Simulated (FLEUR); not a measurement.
Band structure of Li₃Rh (Fm-3m, 4 atoms in the cell).

```
CELL_PARAMETERS angstrom
      0.00000     2.98141     2.98141
      2.98141     0.00000     2.98141
      2.98141     2.98141     0.00000
ATOMIC_POSITIONS crystal
  Li 0.25000 0.25000 0.25000
  Li 0.75000 0.75000 0.75000
  Li 0.50000 0.50000 0.50000
  Rh 0.00000 0.00000 0.00000
```

Method of the run: PBEsol, all-electron FLAPW (FLEUR), scalar-relativistic valence.

Settings: Kmax = 3.6 1/bohr; GmaxXC = 10.8 1/bohr; xcFunctional = PBEs; jspins = 1; l_soc = F; mode = hist; fermiSmearingEnergy = 0.00367493 Htr; mesh (inpgen div1-3) = 5 5 5; inpgen gamma flag = false; Gmax = 10.8 1/bohr; numbands = 0; maxIterBroyd = 25; imix = Anderson; alpha = 0.05.

The starting cell comes from a database of computed structures (which also holds hypothetical and non-ambient phases and stackings), without a prior relaxation at this level. Spin polarisation is off. Values depend on the basis (sphere radii, cutoffs, local orbitals), which need not be converged.

Levels in eV from the Fermi level, bands 6 to 13:
| point | 6 | 7 | 8 | 9 | 10 | 11 | 12 | 13 |
|---|---|---|---|---|---|---|---|---|
| Γ | -1.53 | -1.53 | -0.79 | -0.79 | 5.62 | 5.62 | 5.62 | 7.97 |
| X | -0.53 | -0.53 | -0.49 | -0.15 | 0.39 | 1.21 | 1.21 | 6.86 |
| W | -1.23 | -1.23 | -0.54 | -0.03 | 0.83 | 0.83 | 2.09 | 8.65 |
| K | -1.03 | -0.92 | -0.66 | -0.53 | 0.68 | 1.32 | 2.29 | 7.56 |
| L | -1.54 | -1.00 | -0.56 | -0.56 | -0.14 | 4.80 | 4.80 | 6.44 |
| U | -1.03 | -0.92 | -0.66 | -0.53 | 0.68 | 1.32 | 2.29 | 7.56 |
